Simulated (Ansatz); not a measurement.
Start from SiO$_{2}$ in the rutile structure (space group P4_2/mnm, No. 136; a = 4.236 Å, c = 2.690 Å).

Method: PBE (Ansatz, a first-principles code, PAW, no spin-orbit coupling), earlier PAW set.

Base values:

```
Quantity                       Result
----------------------------  -------
Gap between the host's bands  5.05 eV
```

Now apply this change: 0.483 electrons added to each cell, a density of 1.0×10^22 cm⁻³, with a uniform compensating background at fixed cell and a 300 K Fermi–Dirac width.

Q: Estimate the effect on the gap between the host's bands.

A: The gap between the host's bands drops by 0.11 eV to 4.94 eV.

Q: What happens to the largest internal atomic displacement?

A: The largest internal atomic displacement amounts to 0.021 Å.

Charged cell with a jellium background: band edges are those of the host's band count, energies are not comparable with the neutral cell, and many-body gap narrowing is missing. Stability against distortions was not tested.
